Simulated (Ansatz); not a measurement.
Seebeck coefficient (μV/K, mean over directions) of n-type PtS (P4_2/mmc) against carrier density, PBEsol, rigid bands (Ansatz, a first-principles code). Computed gap 0.52 eV; densities at which minority carriers matter at this gap, or further valleys turn the trend, are left out. Conductivity mass 0.95 mₑ (harmonic mean over directions), N_c = 2.9e19 cm⁻³ at 300 K.

```json
[
 {"electron density": "1e17 cm⁻³", "300 K": "[?]"},
 {"electron density": "1e18 cm⁻³", "300 K": "-535"},
 {"electron density": "3e18 cm⁻³", "300 K": "[?]"},
 {"electron density": "1e19 cm⁻³", "300 K": "-340"},
 {"electron density": "3e19 cm⁻³", "300 K": "[?]"},
 {"electron density": "1e20 cm⁻³", "300 K": "-170"},
 {"electron density": "3e20 cm⁻³", "300 K": "-104"},
 {"electron density": "1e21 cm⁻³", "300 K": "-47"}
]
```

Complete the blanks.


- 1e17 cm⁻³, 300 K: -733
- 3e18 cm⁻³, 300 K: -441
- 3e19 cm⁻³, 300 K: -253

Rigid bands with a gap fixed in temperature, one relaxation time for all states, no polarons or phonon drag, and whether or not such doping can be reached. Spin-orbit coupling is left out; with 5d elements it also splits d-like band edges.

Formula and space group known from diffraction (Crystallography Open Database), not checked to be the room-temperature form: PtS (P4_2/mmc).
